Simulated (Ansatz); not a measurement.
System: hcp Gd. Method: PBE-D3(BJ) in Ansatz (plane waves, PAW).

Settings: plane-wave cutoff 520 eV, 18×18×10 k mesh (along the axes of the cell as run), Fermi–Dirac smearing 0.05 eV, spin-polarised with parallel moments, scalar-relativistic PAW data made under PBE.

Results at a series of volumes:

```json
[
 {"V (Å³/atom)": "30.234", "E − E_lowest (meV/atom)": "5.96"},
 {"V (Å³/atom)": "30.864", "E − E_lowest (meV/atom)": "1.47"},
 {"V (Å³/atom)": "31.494", "E − E_lowest (meV/atom)": "0.00"},
 {"V (Å³/atom)": "32.124", "E − E_lowest (meV/atom)": "1.33"},
 {"V (Å³/atom)": "32.754", "E − E_lowest (meV/atom)": "5.27"}
]
```

Question: What bulk modulus B0 and pressure derivative B′ does a third-order Birch–Murnaghan fit give?

Answer: V0 = 31.502 Å³/atom, B0 = 35.6 GPa, B′ = 2.8 (fit to the energies at full precision).

Shape and atoms are relaxed at each volume.

Measured, for comparison: bulk modulus 37.9 GPa (room temperature, not corrected to a static lattice; as tabulated in Wikipedia's data pages); equilibrium volume per atom 33.05 Å³/atom (room temperature, not corrected to a static lattice; as tabulated in Söderlind et al. (2014), doi:10.1088/0953-8984/26/41/416001). Computed (rounded) less measured: bulk modulus -6 %, equilibrium volume per atom -4.7 %.

Note: the 4f shell is treated without U or exact exchange, so its levels and filling can be wrong; the collinear magnetic order is the start's and need not be the measured one; the bulk modulus comes from volumes at which shape and atoms were relaxed.

Spin–orbit coupling is not included.

Static lattice: no zero-point or thermal effects.

Ansatz is a program for electronic structure.
